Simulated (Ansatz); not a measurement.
The starting structures come from a database of crystals and need not be the phases stable at ambient conditions.

Where the default PAW files enter, the runs use the earlier of Ansatz's two default sets.

The decay constant κ of evanescent states in the gap governs leakage through a thin film.

Input:

```yaml
crystal:
  lattice:
    - [3.84928, 0.00000, 0.00000]
    - [-1.92464, 3.33357, 0.00000]
    - [1.92464, 1.11119, 3.04863]
  atoms:
    - { symbol: Si, position: [0.50000, 0.75000, 0.75000] }
    - { symbol: Si, position: [0.00000, 0.00000, 0.00000] }
```

Space group of this cell: R-3m. The cell is strained (lengths along the current scaled by 0.97, ions clamped); by r2SCAN its mean pressure is 3.3 GPa.

Transport runs along the normal of the first two printed cell vectors, the (111) (indices of the unstrained crystal) plane of the conventional cell.

No gap correction and no spin-orbit coupling; mid-gap is the computed energy nearest the middle.

### Question
Give the band gap and the smallest decay constant κ at mid-gap that r2SCAN (Ansatz, a program for electronic structure) yields.

### Answer
Gap 0.66 eV on a 12×12×12 mesh; κ = 0.096 1/Å, at the zone centre.
